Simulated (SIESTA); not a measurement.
Band structure of PtAu (R-3m, 2 atoms in the cell).

```
CELL_PARAMETERS angstrom
      1.40965     0.81386     4.75341
     -1.40965     0.81386     4.75341
      0.00000    -1.62772     4.75341
ATOMIC_POSITIONS crystal
  Pt 0.50000 0.50000 0.50000
  Au 0.00000 0.00000 0.00000
```

Method: LDA PW92, numerical atomic orbitals DZP, PseudoDojo LDA standard norm-conserving potentials (rewritten from UPF to PSML) (SIESTA 5.4.2).

Settings: XC.functional = LDA; XC.authors = PW92; potentials = PseudoDojo LDA standard; PAO.BasisSize = DZP; PAO.EnergyShift = 0.005 Ry; MeshCutoff = 350 Ry; kgrid.MonkhorstPack = 11 11 11; OccupationFunction = FD; ElectronicTemperature = 580.23 K; MaxSCFIterations = 150; SCF.Mixer.Method = Pulay; SCF.Mixer.Weight = 0.2; SCF.Mixer.History = 6; SCF.DM.Tolerance = 1.0E-04.

The starting cell comes from a database of computed structures (which also holds hypothetical and non-ambient phases and stackings), without a prior relaxation at this level. Spin-orbit coupling is off. Spin polarisation is off. Values carry the incompleteness of an atom-centred basis.

Levels in eV from the Fermi level, bands 15 to 20:
```
point     15     16     17     18     19     20
-----  -----  -----  -----  -----  -----  -----
Γ      -3.42  -2.02  -2.02  -0.45  -0.26  -0.26
L      -2.82  -1.46  -1.35   0.53   2.05   2.94
B1     -2.34  -2.06  -1.14  -0.40   4.98   5.38
B      -2.34  -2.06  -1.14  -0.40   4.98   5.38
Z      -2.77  -2.77  -2.55  -2.55  -0.78  -0.78
X      -2.36  -1.96  -1.23  -0.47   4.73   5.23
Q      -2.36  -1.96  -1.23  -0.47   4.73   5.23
F      -0.90  -0.33  -0.17   0.05   0.55   1.92
P1     -1.39  -0.86  -0.59   0.50   1.31   1.52
P      -1.39  -0.86  -0.59   0.50   1.31   1.52
```

Bands cross the Fermi level along this path, so the cell is metallic at this level.

Higher empty bands are left out: an atom-centred basis made for the valence describes them poorly.
